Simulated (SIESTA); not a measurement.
Band structure of PNO (I2_12_12_1, 6 atoms in the cell).

```
PNO
1.0
   -2.22378     2.38856     3.50218
    2.22378    -2.38856     3.50218
    2.22378     2.38856    -3.50218
P N O
2 2 2
Direct
  0.61083   0.86083   0.75000
  0.88917   0.63917   0.25000
  0.75000   0.89204   0.14204
  0.25000   0.60796   0.35796
  0.87288   0.75000   0.62288
  0.62712   0.25000   0.87712
```

Method of the run: LDA PW92, numerical atomic orbitals DZP, PseudoDojo LDA standard norm-conserving potentials (rewritten from UPF to PSML) in SIESTA 5.4.2.

Settings: XC.functional = LDA; XC.authors = PW92; potentials = PseudoDojo LDA standard; PAO.BasisSize = DZP; PAO.EnergyShift = 0.005 Ry; MeshCutoff = 350 Ry; kgrid.MonkhorstPack = 5 5 5; OccupationFunction = FD; ElectronicTemperature = 10 K; MaxSCFIterations = 150; SCF.Mixer.Method = Pulay; SCF.Mixer.Weight = 0.1; SCF.Mixer.History = 6; SCF.DM.Tolerance = 1.0E-04.

The starting cell comes from a database of computed structures (which also holds hypothetical and non-ambient phases and stackings), without a prior relaxation at this level. Values carry the incompleteness of an atom-centred basis.

Task: Predict the gap along the standard path and the places of the band edges.

Result: The gap along the path is 4.95 eV, from Z to Γ; the smallest direct gap on it is 5.35 eV.

Levels in eV from the top of the valence band on the path, bands 13 to 17:
```
point     13     14     15     16    17
-----  -----  -----  -----  -----  ----
Γ      -2.04  -1.98  -1.14  -0.41  4.95
X      -2.55  -2.41  -1.65  -0.24  6.63
L      -2.41  -1.93  -1.71  -0.33  6.08
T      -2.18  -1.67  -1.11  -0.60  5.69
W      -2.05  -2.05  -0.87  -0.87  6.04
R      -2.53  -1.55  -1.51  -0.51  6.52
X1     -2.55  -2.41  -1.65  -0.24  6.63
Z      -2.93  -2.47  -1.94   0.00  6.59
Y      -2.61  -2.22  -2.00  -0.30  5.75
S      -2.50  -2.14  -1.12  -0.73  5.52
L1     -2.41  -1.93  -1.71  -0.33  6.08
Y1     -2.61  -2.22  -2.00  -0.30  5.75
```

Higher empty bands are left out: an atom-centred basis made for the valence describes them poorly.
